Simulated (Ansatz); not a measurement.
An input for Ansatz (LDA) and the part of its output that reports the quasi-harmonic study. Lengths are of the primitive cell. Dynamical quadrupoles are not included in the interpolation of the phonons between the solved wave vectors. The pressure is 30 GPa. The structure is held there; whether it is the stable one at that pressure was not tested.

Ansatz 0.2 input:
```yaml
crystal:
  lattice:
    - [0.0, 2.2501218176, 2.2501218176]
    - [2.2501218176, 0.0, 2.2501218176]
    - [2.2501218176, 2.2501218176, 0.0]
  atoms:
    - { symbol: As, position: [0.25, 0.25, 0.25] }
    - { symbol: B, position: [0.0, 0.0, 0.0] }
kpoints:
  mp_grid: { grid: [12, 12, 12] }
hamiltonian:
  xc: lda
  pseudopotentials: { kind: paw }
scf:
  occupations: { method: fixed }
phonons:
  method: dfpt
  qmesh: [6, 6, 6]
  temperatures: { t_max: 1000, t_step: 25 }
  thermal_expansion: { pressure: 30 }
checkpoint:
  write: run
```

```
--- Thermal expansion: 10 cells in 3 rounds, 30 GPa ---
  no lower state was reached at cell 4
  without vibrations: a 3.18209, b 3.18209, c 3.18209 Å, V 22.7835 Å³, B 258.23 GPa
  at 0 K: a 3.18779, b 3.18779, c 3.18779 Å, V 22.9063 Å³, B 255.48 GPa
  zero-point expansion: a +0.179, b +0.179, c +0.179, V +0.539 %
      T/K        a/Å        b/Å        c/Å       V/Å³ | expansion of a, b, c, V (1e-6/K)   | that of V in the mean from 25 °C | C_P, C_V (J/mol K of the cell) | B_T, B_S (GPa)
     0.00    3.18779    3.18779    3.18779    22.9063 |    0.00    0.00    0.00    0.00 |    1.92 |     0.000     0.000 |   255.48   255.48
   100.00    3.18781    3.18781    3.18781    22.9068 |    0.25    0.25    0.25    0.76 |    2.78 |    11.536    11.536 |   255.40   255.40
   200.00    3.18800    3.18800    3.18800    22.9107 |    0.92    0.92    0.92    2.75 |    3.89 |    22.431    22.425 |   255.01   255.07
   298.15    3.18840    3.18840    3.18840    22.9194 |    1.67    1.67    1.67    5.00 |       - |    30.506    30.480 |   254.35   254.57
   375.00    3.18887    3.18887    3.18887    22.9296 |    2.15    2.15    2.15    6.44 |    5.75 |    35.250    35.196 |   253.71   254.10
   475.00    3.18963    3.18963    3.18963    22.9460 |    2.60    2.60    2.60    7.79 |    6.55 |    39.543    39.442 |   252.79   253.43
   575.00    3.19051    3.19051    3.19051    22.9650 |    2.90    2.90    2.90    8.71 |    7.18 |    42.363    42.211 |   251.81   252.72
   675.00    3.19147    3.19147    3.19147    22.9858 |    3.11    3.11    3.11    9.34 |    7.68 |    44.267    44.062 |   250.81   251.97
   775.00    3.19249    3.19249    3.19249    23.0078 |    3.26    3.26    3.26    9.79 |    8.08 |    45.599    45.342 |   249.78   251.20
   875.00    3.19355    3.19355    3.19355    23.0307 |    3.38    3.38    3.38   10.13 |    8.42 |    46.566    46.257 |   248.75   250.42
   975.00    3.19465    3.19465    3.19465    23.0544 |    3.46    3.46    3.46   10.39 |    8.70 |    47.294    46.932 |   247.71   249.63
  1000.00    3.19492    3.19492    3.19492    23.0604 |    3.48    3.48    3.48   10.45 |    8.76 |    47.448    47.073 |   247.45   249.43
  the static fit leaves 0.001 meV an atom of the energies and, of the stresses, 0.000 GPa of each cell's largest along a strain (root mean squares over the cells), whose Pulay part it has at -0.023 GPa
  vibrations' free energy: its fit passes through its cells
  the electrons' free energy at temperature is in it; its fit leaves 0.0000 meV an atom at the most
  free energies summed between the sampled wave vectors
  estimated error of the fitted expansion in any direction: up to 0.007e-6/K, at 650 K, with few degrees of freedom (an estimate, not a bound: it was exceeded on models of known expansion)
  by sums over the sampled wave vectors an expansion of the volume parts by up to 0.08e-6/K
  by a static energy of one degree less an expansion of the volume parts by up to 0.00e-6/K
  band gaps on the cells' k-points are 0.933 to 0.995 eV
```

Warnings of the run: phonon_interpolation_lacks_quadrupole_term, thermal_expansion_settings.

Cost: around 2.0 core-hours (rough).

Whether this phase is the stable one at each condition was not tested.

The PAW data sets were generated under PBE and serve the other functionals too.

Ansatz is a quantum-chemistry and plane-wave program.
